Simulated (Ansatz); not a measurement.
Band structure of NiSb (P6_3/mmc, 8 atoms in the cell).

```xyz
8
Lattice="3.6016 0.0000 0.0000 -1.8008 3.1191 0.0000 0.0000 0.0000 12.1504" Properties=species:S:1:pos:R:3 pbc="T T T"
Ni     0.0000     2.0794     1.5188
Ni     1.8008     1.0397     7.5940
Ni     1.8008     1.0397    10.6316
Ni     0.0000     2.0794     4.5564
Sb     0.0000     0.0000     0.0000
Sb     0.0000     0.0000     6.0752
Sb     0.0000     2.0794     9.1128
Sb     1.8008     1.0397     3.0376
```
Moments meant for the start (each program seeds them in its own way; μB, in the order of the atoms Ni Ni Ni Ni Sb Sb Sb Sb): 2.0 2.0 2.0 2.0 0.0 0.0 0.0 0.0.

Computed with PBE, PAW files (plane waves; Ansatz, a program for electronic structure).

Settings: kpoints.mp_grid.grid = 4 4 1; hamiltonian.xc = pbe; hamiltonian.pseudopotentials = {kind: paw} (the program's default PAW files); magnetization.spin_polarized = true; scf.occupations.method = gaussian; scf.occupations.width = 0.136 eV; kpoints.band_path.npoints = 8.

The starting cell was generated: these elements placed on a structure prototype, without a prior relaxation; it need not be a known phase or ordering of this composition. Its lattice was rescaled by a random factor within 2.5 % of one. Spin-orbit coupling is off. The starting moments vanished: the run ended non-magnetic, which need not be the lowest state. The program warned that a starting moment was not kept.

Levels in eV from the Fermi level, bands 63 to 70 of the first spin channel:
```tsv
point	63	64	65	66	67	68	69	70
Γ	-0.79	1.88	2.30	2.30	2.99	2.99	3.29	3.29
M	-1.50	-1.43	-1.38	-0.51	-0.41	0.76	0.85	1.67
K	-1.44	-1.25	-1.12	-0.62	-0.62	-0.32	-0.03	-0.03
A	0.47	0.47	2.55	2.55	2.55	2.55	3.70	3.70
L	-1.45	-1.45	-0.54	-0.54	-0.23	-0.23	1.07	1.07
H	-1.26	-1.26	-0.99	-0.99	-0.78	-0.78	0.55	0.55
```

Bands cross the Fermi level along this path, so the cell is metallic at this level.

The net moment of the cell came out as 0.00 μB.

Keys are those of Ansatz 0.2.
